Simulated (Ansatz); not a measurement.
**fcc Pt (1 1 0) on wurtzite ZnO (0 0 1) (film strained to the substrate, started from cuts of the bulks and a machine-learned relaxation)**

A periodic stack without vacuum, fcc Pt (1 1 0) on wurtzite ZnO (0 0 1) (film strained to the substrate, started from cuts of the bulks and a machine-learned relaxation): substrate slab Zn30O30, film Pt32, surface cells [[-3, -1], [-1, -2]] and [[2, 1], [0, 2]], film strained by +1.2 and +3.3 %, outermost planes O/Zn and Pt/Pt as cut, which need not be the usual terminations and can put a slab off its formula.

The start was prepared with a machine-learned potential, and the result is one local minimum, with the in-plane cell held and forces under 0.04 eV/Å; the film can end far from its bulk form.

Level of theory: PBE (plane waves to 420 eV, PAW; Ansatz, a first-principles code). Scalar-relativistic, without spin–orbit coupling; the runs are not spin-polarised; PBE gaps are too small against experiment. Its k-point mesh 3×5×1, Fermi–Dirac width 0.05 eV.

```
Item                                                                                                                     Result
--------------------------------------------------------------------------------  ---------------------------------------------
interface area                                                                                                          46.6 Å²
period                                                                                                                  27.36 Å
gaps between the outermost planes at the two interfaces                                                         1.81 and 1.93 Å
Pt–Zn contacts across the interfaces within 1.22 times the sum of covalent radii                                17, mean 2.87 Å
O–Pt contacts across the interfaces within 1.22 times the sum of covalent radii                                  4, mean 2.13 Å
estimate of the barrier                                                           withheld, since the two interfaces are unlike
```

```xyz
92
Lattice="8.6761 -0.0014 0.1200 1.8583 5.3649 0.1986 -0.7479 -0.7075 27.3405" Properties=species:S:1:pos:R:3 pbc="T T T"
Zn     6.3710     3.4316     1.6054
Zn     3.2809     4.5039     1.7501
Zn     4.0471     1.2319     1.5031
Zn     0.8783     2.3537     1.5202
Zn     8.9959     5.5288     1.8621
Zn     7.6419     1.9025     4.2925
Zn     4.5539     2.9312     4.2824
Zn     7.0095     5.0839     4.3877
Zn     2.0884     0.8214     4.1831
Zn     1.4432     4.0066     4.2693
O      6.3975     3.3353     3.6268
O      3.3309     4.4044     3.7425
O      3.9556     1.1760     3.5243
O      0.8320     2.2361     3.5652
O      8.8839     5.4845     3.8538
O      7.6547     1.9975     1.0789
O      4.4935     3.0932     0.9851
O      7.1734     5.1695     1.0871
O      2.1543     0.8979     0.9639
O      1.4933     4.1261     1.1587
Zn     6.3654     3.2200     6.9781
Zn     3.2727     4.2922     6.9442
Zn     3.8954     1.0750     6.8697
Zn     0.7920     2.1501     6.8488
Zn     6.9901     0.0023     6.8544
Zn     7.5751     1.6977     9.5709
Zn     4.4708     2.7757     9.5878
Zn     6.9532     4.9228     9.6715
Zn     1.9938     0.6293     9.4460
Zn     1.3724     3.8489     9.5667
O      6.3374     3.1522     8.9822
O      3.2415     4.2205     8.9595
O      3.8670     1.0115     8.8722
O      0.7636     2.0842     8.8559
O      6.9610    -0.0681     8.8689
O      7.6141     1.8200     6.3011
O      4.5243     2.8763     6.2867
O      6.9898     5.0243     6.3927
O      2.0493     0.7422     6.1918
O      1.4208     3.9553     6.2835
Zn     6.3207     3.0407    12.2459
Zn     3.1998     4.1393    12.2322
Zn     3.7965     0.8905    12.1556
Zn     0.7276     1.9565    12.1465
Zn     6.8966    -0.1620    12.1527
Zn     7.5005     1.4838    14.9990
Zn     4.4035     2.5997    14.7774
Zn     4.9921    -0.6514    14.8830
Zn     1.8908     0.3872    15.0397
Zn     1.2912     3.6743    14.7806
O      6.3315     2.9354    14.2487
O      3.1691     4.0642    14.2338
O      3.7187     0.8137    14.1580
O      0.7286     1.8512    14.1473
O      6.8116    -0.2330    14.1534
O      7.5573     1.6292    11.5778
O      4.4503     2.7046    11.6016
O      6.9108     4.8587    11.6776
O      1.9671     0.5658    11.4478
O      1.3378     3.7832    11.5832
Pt     6.6716     1.7112    18.0873
Pt     7.6355     4.3832    18.2051
Pt     2.8122     3.0489    18.1382
Pt     1.8872     0.3661    17.9475
Pt     9.1023     2.4084    17.0511
Pt     8.1877    -0.2717    16.9341
Pt     5.2224     3.7601    17.0095
Pt     4.2998     1.0653    16.9232
Pt     7.5946     4.3254    21.0823
Pt     6.6632     1.6475    20.9582
Pt     1.8592     0.3094    20.8373
Pt     2.7796     2.9920    20.9880
Pt     8.1557    -0.3205    19.6219
Pt     9.0734     2.3617    19.7091
Pt     4.2885     1.0174    19.5748
Pt     5.2017     3.7066    19.6876
Pt     6.6168     1.5422    23.7243
Pt     7.5638     4.2158    23.8631
Pt     2.7222     2.8892    23.7555
Pt     1.8140     0.1998    23.6129
Pt     0.3629     2.2619    22.2814
Pt    -0.5684    -0.4162    22.1986
Pt     5.1701     3.6072    22.3622
Pt     4.2371     0.9247    22.2469
Pt     7.3557     4.2119    26.5027
Pt     6.6453     1.4470    26.3343
Pt     1.7160     0.1460    26.2230
Pt     2.8714     2.7551    26.3927
Pt    -0.6204    -0.5434    25.0046
Pt     0.3335     2.1984    25.0996
Pt     4.1959     0.8343    25.0159
Pt     5.1301     3.5159    25.1233
```
